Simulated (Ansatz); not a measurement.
Yb on the Li site (Yb_Li) in ferroelectric LiNbO3: one set of geometries, relaxed with PBE, evaluated in Ansatz (PAW, plane waves to 420 eV, 500 eV under r2SCAN) with PBE, r2SCAN.

Set-up: 120-site cell; 2×2×2 Γ-centred k-points; start: the Li site; charged states image-corrected; no Hubbard U; energies good to tenths of an eV; flagged in the runs: a host whose relaxation on this sampling wasn't shown to rest, a strain field that reaches the edge of the cell.

```tsv
quantity	PBE	r2SCAN
host gap (eV)	3.53	(withheld)
ε(+2/+1) above the VBM (eV)	1.99	(withheld)
largest moment on one atom at charge +2 (μB)	0.85	(withheld)
```

Question: Given the lower rungs, what does r2SCAN give?

Answer: 
- host gap (eV), r2SCAN: 3.94
- ε(+2/+1) above the VBM (eV), r2SCAN: 2.85
- largest moment on one atom at charge +2 (μB), r2SCAN: 0.94

Ansatz is a first-principles code.
